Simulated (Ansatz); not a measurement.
**Effect of x(Lu) = 0.5, 8 atoms, C222 (arrangement B) on TiAl3**

The reference is TiAl3 (space group I4/mmm, No. 139; a = 3.824 Å, c = 8.561 Å).

The other end (x = 1) is Lu₃Ti (space group I4/mmm, No. 139; a hypothetical phase, not in the database extracts checked): 25.45 Å³/atom, gap zero; this end may not be an ambient phase.

One thing is altered: Lu replaces 50.0 % of the Al, ordered in a cell of 8 atoms (starting symmetry C222) and fully relaxed.

Level of theory: r2SCAN in Ansatz (plane waves to 500 eV, PAW, no spin-orbit coupling). Γ-centred 9×9×8 mesh, Fermi–Dirac width 0.05 eV, for the changed cell.

Volume per atom: 20.21 Å³ (base 15.65 Å³)
Density: 7.21 g/cm³ (base 3.42 g/cm³)
Shortest interatomic distance: 5.670 bohr (base 5.110 bohr)
Band gap: zero (base zero)
Mixing energy: -0.04 eV/atom (to 0.01 eV only: unlike meshes or grids) (against an end that may be hypothetical)
Deviation of the volume from the linear (Vegard-type) interpolation: -1.7 %

These are small ordered cells, not random alloys; other orderings at the same x differ. Whether these cells are dynamically stable was not tested. The final runs are not spin-polarised. An odd electron count without spin: TiAl3 and Lu3Ti. Lu3Ti2Al3 and Lu3Ti have a high density of states at the Fermi level and may be magnetic at this level.

Ansatz is an electronic-structure program.
